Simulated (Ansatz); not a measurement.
**TiO2 under a change: isotropic strain +5.44 %**

Take TiO2 in the rutile structure (space group P4_2/mnm, No. 136; a = 4.6435 Å, c = 2.9637 Å) as the base.

One thing is altered: the cell is scaled by 1.0544 in all directions, atoms relaxed at fixed cell.

Computed with PBE (Ansatz, an electronic-structure program; PAW; 420 eV plane waves; scalar-relativistic without spin-orbit coupling), earlier PAW set. Settings: 7×7×11 k-points, 0.05 eV Fermi–Dirac smearing.

| quantity | base | changed | shift |
|---|---|---|---|
| volume per atom | 10.65 Å³ | 12.49 Å³ | +1.834 Å³ |
| space group | P4_2/mnm (No. 136) | P4_2/mnm (No. 136) | – |
| shortest interatomic distance | 1.958 Å | 2.024 Å | +0.066 Å |
| energy relative to the base (free energy F) | 0 meV/atom | +154 meV/atom | +154 meV/atom |
| band gap | 1.86 eV | 1.76 eV | -0.10 eV |
| gap character | direct at Γ | indirect, M–Γ (82 % along) → R | – |
| width of the top valence band | 1.56 eV | 1.26 eV | -0.30 eV |

Cost of the whole job for the changed cell (relaxation, final SCF and bands): very roughly 30 core-seconds.

Stability against distortions was not tested. All final runs are without spin polarisation.
